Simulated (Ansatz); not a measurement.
Take BeS in the zinc blende structure (space group F-43m, No. 216) as the base.

```
CELL_PARAMETERS angstrom
      0.00000     2.41900     2.41900
      2.41900     0.00000     2.41900
      2.41900     2.41900     0.00000
ATOMIC_POSITIONS crystal
  S  0.75000 0.75000 0.75000
  Be 0.00000 0.00000 0.00000
```

Cartesian axes are those of the cell as printed.

Level of theory: Ansatz (a quantum-chemistry and plane-wave program) PBEsol, no spin-orbit coupling.

It is then changed as follows: the cell is compressed by 4.29 % along x with no lateral relaxation, atoms relaxed at fixed cell.

Question: Predict the stress tensor and what it implies for the stiffness.

Answer: Stress of the strained cell less that of the base (GPa, compression positive):
```
   7.20    0.00    0.00
   0.00    3.29    0.00
   0.00    0.00    3.29
```

Then −Δσ_ii/ε with ε = -0.0429 gives secant stiffness values (nonlinear terms included at this strain): C11 ≈ 168 GPa, C12 ≈ 77 GPa and C13 ≈ 77 GPa.

As a check, the harmonic strain energy −½ V₀ Δσ:ε is 14 meV/atom; the computed energy rise is 13 meV/atom.

Whether these cells are dynamically stable was not tested.
